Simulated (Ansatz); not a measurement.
Worked example: self-consistent single point of CsLiMnS2 (Imm2, 5 atoms in the cell) in Ansatz (a first-principles code).

Method: PBEsol, default PAW files made with PBE (plane waves; Ansatz).

```
CELL_PARAMETERS angstrom
     -2.08811     2.08811     7.08774
      2.08811    -2.08811     7.08774
      2.08811     2.08811    -7.08774
ATOMIC_POSITIONS crystal
  Cs 0.00353 0.00353 0.00000
  Li 0.25000 0.75000 0.50000
  Mn 0.75000 0.25000 0.50000
  S  0.65884 0.65884 0.00000
  S  0.34116 0.34116 0.00000
```
Moments meant for the start (each program seeds them in its own way; μB, in the order of the atoms Cs Li Mn S S): 0.0 0.0 4.0 0.0 0.0.

Reference input (self-consistent single point, DFT, PBEsol, plane waves, default PAW files made with PBE): basis.ecutwfc = 420 eV; kpoints.mp_grid.grid = 5 5 5; hamiltonian.xc = pbesol; hamiltonian.pseudopotentials = {kind: paw} (the program's default PAW files); magnetization.spin_polarized = true; scf.occupations.method = fermi_dirac; scf.occupations.width = 0.01 eV. This run's input differs from it in these lines:

Ansatz 0.2 input:
```diff
@@ -22,3 +22,3 @@
 scf:
-  occupations: { method: fermi_dirac, width: 0.01 }
+  occupations: { method: fermi_dirac, width: 1.0 }
 output:
```

The program printed (abridged):

```
SCF iter   1: F=—  HF=-11436.707013 eV  |F-HF|=—  |Δ(HF+E_count)|=         —  Δρ=7.79e-2 (↑5.80e-2 ↓7.79e-2)  dr2=1.70e0  dr2_m=5.06e0  M=1.758 μB ∫|m|=1.863 μB  β_m=0.30  ethr=3.10e-3  ⟨swp⟩=7.8  Hψ=12147  notcnv=0
Mixer restart at iter 1: flushing history
all-band conjugate gradients solve this SCF's bands
preconditioner: auto → Kerker (q_TF=auto, 2.251 Å⁻¹)
spin=Collinear: Kerker preconditioning applied to the charge; magnetization (m = ρ↑ − ρ↓) channel mixes plain (no charge-response kernel on spin).
   [... lines left out ...]
SCF iter  13: F=—  HF=-11436.293838 eV  |F-HF|=—  |Δ(HF+E_count)|=   1.90e-8  Δρ=7.17e-7 (↑5.17e-7 ↓7.17e-7)  dr2=3.10e-9  dr2_m=2.19e-11  M=-0.000 μB ∫|m|=0.000 μB  β_m=0.97  ethr=3.89e-10  ⟨swp⟩=1.8  Hψ=2591  notcnv=0
SCF iter  14: F=-11436.293838 eV  HF=-11436.293838 eV  |F-HF|=2.26e-9  |Δ(HF+E_count)|=  5.38e-10  Δρ=6.39e-7 (↑6.39e-7 ↓5.82e-7)  dr2=2.64e-9  dr2_m=1.05e-12  M=-0.000 μB ∫|m|=0.000 μB  ethr=7.95e-12  ⟨swp⟩=2.4  Hψ=7352  notcnv=0
SCF 1 converged in 14 iterations: F = -11436.293838 eV  dr2 = 2.64e-9
WARN: the starting moments were not kept: the SCF closed with an absolute magnetisation of 4.4e-6 μB, where they sum to 4 μB in size (1 site) …
Magnetization: -0.0000 μB (19.5000 up, 19.5000 down)
   [... lines left out ...]
Absolute magnetization: 0.0000 μB (∫|ρ↑−ρ↓|, with the PAW one-centre terms)
Free energy (F): -11436.293838 eV
Fermi energy:    6.201864 eV
   [... lines left out ...]
  atom   5  S     -0.00000000     0.00000000    -0.68343546
--- Stress (GPa, compression-positive) ---
       -3.692373      -0.000000      -0.000000
       -0.000000      -3.728155      -0.000000
       -0.000000      -0.000000      -3.133178
  P = ⅓ Tr σ = -3.5179 GPa (-35.179 kbar)
  The stress holds the Pulay correction. Without it, at fixed plane waves, as pw.x and ABINIT print it: P = -3.5223 GPa
```

The run converged in 14 iterations. Against the reference run the free energy falls by 767 meV/atom, the pressure goes from -2.20 to -3.52 GPa, the largest force goes from 0.198 to 0.693 eV/Å, no clean gap remains on the mesh (levels overlap or are partly filled), against 0.78 eV before and the size of the net moment goes from 1.00 to 0.00 μB/atom.

The starting cell comes from a database of computed structures (which also holds hypothetical and non-ambient phases and stackings), without a prior relaxation at this level. Its lattice was rescaled by up to half a per cent. One atom was moved a little off its site on purpose. The starting moments vanished: the run ended non-magnetic, which need not be the lowest state. The program warned that a starting moment was not kept. With a pressure of about -4 GPa the cell is away from its equilibrium volume at this level. Ansatz's pressure includes its estimate of the finite-basis (Pulay) stress.
